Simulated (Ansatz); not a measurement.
The parent structure is Y in the hcp (Mg type) structure (space group P6_3/mmc, No. 194).

```yaml
crystal:
  lattice:
    - [3.59943, 0.00000, 0.00000]
    - [-1.79972, 3.11720, 0.00000]
    - [0.00000, 0.00000, 5.58709]
  atoms:
    - { symbol: Y, position: [0.33333, 0.66667, 0.75000] }
    - { symbol: Y, position: [0.66667, 0.33333, 0.25000] }
```

Levels (all Ansatz, a quantum-chemistry and plane-wave program, PAW): PBEsol (420 eV, no spin-orbit coupling); r2SCAN (500 eV, scalar-relativistic without spin-orbit coupling).

The geometry is relaxed with PBEsol.

- PBEsol pressure = 0.0 GPa

With r2SCAN at the same geometry, the pressure goes from zero to 3.0 GPa.

Single points use the geometry relaxed with PBEsol. Their cutoffs differ, which shifts pressures a little. No phonon test of stability was made. All final runs are without spin polarisation.
